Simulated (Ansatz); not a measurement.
Results of r²SCAN+SOC (plane waves, PAW; Ansatz, a first-principles code) for SnClF (Pnma, No. 62).

Numerical settings: plane-wave cutoff 560 eV, 6×8×4 k mesh (along the axes of the cell as run), Fermi–Dirac smearing 0.01 eV, PAW data made under PBE.

Cell (measured lattice):

```cif
data_Cl4F4Sn4
_chemical_formula_sum 'Sn4 Cl4 F4'
_space_group_name_H-M_alt 'P 1'
_space_group_IT_number 1
_cell_length_a 6.12600
_cell_length_b 4.36500
_cell_length_c 10.13600
_cell_angle_alpha 90.000
_cell_angle_beta 90.000
_cell_angle_gamma 90.000
loop_
_space_group_symop_operation_xyz
  'x, y, z'
loop_
_atom_site_label
_atom_site_type_symbol
_atom_site_fract_x
_atom_site_fract_y
_atom_site_fract_z
_atom_site_occupancy
Sn1 Sn 0.71220 0.25000 0.41390 1
Sn2 Sn 0.28780 0.75000 0.58610 1
Sn3 Sn 0.78780 0.75000 0.91390 1
Sn4 Sn 0.21220 0.25000 0.08610 1
Cl1 Cl 0.89470 0.25000 0.63620 1
Cl2 Cl 0.10530 0.75000 0.36380 1
Cl3 Cl 0.60530 0.75000 0.13620 1
Cl4 Cl 0.39470 0.25000 0.86380 1
F1 F 0.90270 0.25000 0.98050 1
F2 F 0.09730 0.75000 0.01950 1
F3 F 0.59730 0.75000 0.48050 1
F4 F 0.40270 0.25000 0.51950 1
```

What does this level give for the band gap, smallest direct gap on the k points sampled and direct gap at Γ?


band gap: 3.65 eV (indirect)
smallest direct gap on the k points sampled: 3.69 eV
direct gap at Γ: 4.30 eV

Note: cell and atoms aren't relaxed at this level (largest force component 0.24 eV/Å, pressure 0.6 GPa).

The computed numbers hold no vibrational or temperature effects.

The result took around 110 core-minutes (rough).
